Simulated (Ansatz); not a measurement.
**Variants of one calculation on B₂Se₃ (C2/m, 10 atoms in the cell)**

```yaml
crystal:
  lattice:
    - [6.81579, -1.69474, 0.00000]
    - [6.81579, 1.69474, 0.00000]
    - [-1.54682, 0.00000, 6.28333]
  atoms:
    - { symbol: B, position: [0.09050, 0.09050, 0.79460] }
    - { symbol: B, position: [0.90950, 0.90950, 0.20540] }
    - { symbol: B, position: [0.65870, 0.65870, 0.31400] }
    - { symbol: B, position: [0.34130, 0.34130, 0.68600] }
    - { symbol: Se, position: [0.16450, 0.16450, 0.10980] }
    - { symbol: Se, position: [0.83550, 0.83550, 0.89020] }
    - { symbol: Se, position: [0.17330, 0.17330, 0.56320] }
    - { symbol: Se, position: [0.82670, 0.82670, 0.43680] }
    - { symbol: Se, position: [0.49590, 0.49590, 0.25660] }
    - { symbol: Se, position: [0.50410, 0.50410, 0.74340] }
```

Base run A: Ansatz (a quantum-chemistry and plane-wave program) with PBE, self-consistent single point.

Its settings: kpoints.mp_grid.grid = 6 6 3; hamiltonian.xc = pbe; hamiltonian.pseudopotentials = {kind: paw} (the program's default PAW files); scf.occupations.method = gaussian; scf.occupations.width = 0.136 eV.

The starting cell was generated: these elements placed on a structure prototype, without a prior relaxation; it need not be a known phase or ordering of this composition. Its lattice was rescaled by a random factor within 2.5 % of one. In the base run, with a pressure of about 13 GPa the cell is away from its equilibrium volume at this level. In the base run, forces exceed 1 eV/Å. Ansatz's pressure includes its estimate of the finite-basis (Pulay) stress. The run gives no clean gap (levels at the Fermi energy touch, overlap or are partly filled at this smearing), which alone does not show that the compound is a metal.

ΔF is the free energy per atom less that of run A. A dash stands where there is no value to compare (another energy zero or no entropy term, no result, no spin, no clean gap, or a mesh too coarse for one). Total energies depend on the potentials, the functional and any Hubbard or dispersion term, so they are compared only between runs that share all of them.

```json
[
 {"run": "A", "change": "base", "ΔF (meV/atom)": "0.00", "pressure (GPa)": "12.86", "largest force (eV/Å)": "1.635", "k-points": "34"},
 {"run": "B", "change": "kpoints.mp_grid.grid: 6 6 3 → 10 10 5", "ΔF (meV/atom)": "-1.79", "pressure (GPa)": "12.90", "largest force (eV/Å)": "1.658", "k-points": "141"},
 {"run": "C", "change": "hamiltonian.xc: pbe → revpbe [revPBE]", "ΔF (meV/atom)": "–", "pressure (GPa)": "14.71", "largest force (eV/Å)": "1.655", "k-points": "34"},
 {"run": "D", "change": "kpoints.mp_grid.grid: 6 6 3 → 5 5 3", "ΔF (meV/atom)": "1.40", "pressure (GPa)": "12.85", "largest force (eV/Å)": "1.590", "k-points": "24"},
 {"run": "E", "change": "scf.mixing.algorithm: default (the program chose MSR1) → anderson; scf.mixing.beta: default → 0.3", "ΔF (meV/atom)": "0.00", "pressure (GPa)": "12.86", "largest force (eV/Å)": "1.635", "k-points": "34"},
 {"run": "F", "change": "scf.mixing.preconditioner: default (the program chose Kerker) → resta; scf.mixing.eps_inf: default → 3", "ΔF (meV/atom)": "0.00", "pressure (GPa)": "12.86", "largest force (eV/Å)": "1.635", "k-points": "34"},
 {"run": "G", "change": "scf.mixing.algorithm: default (the program chose MSR1) → broyden", "ΔF (meV/atom)": "0.00", "pressure (GPa)": "12.86", "largest force (eV/Å)": "1.635", "k-points": "34"}
]
```

Run C against A: The pressure goes from 12.86 to 14.71 GPa and the largest force goes from 1.635 to 1.655 eV/Å.

Run B against A: The free energy drops by 1.8 meV/atom, the pressure stays near 12.90 GPa while the yy stress (positive for compression) goes from 10.87 to 10.11 GPa and the largest force goes from 1.635 to 1.658 eV/Å.

Run D against A: The free energy goes up by 1.4 meV/atom, the pressure stays near 12.85 GPa while the yy stress (positive for compression) goes from 10.87 to 11.47 GPa and the largest force goes from 1.635 to 1.590 eV/Å.

Keys are those of Ansatz 0.2.
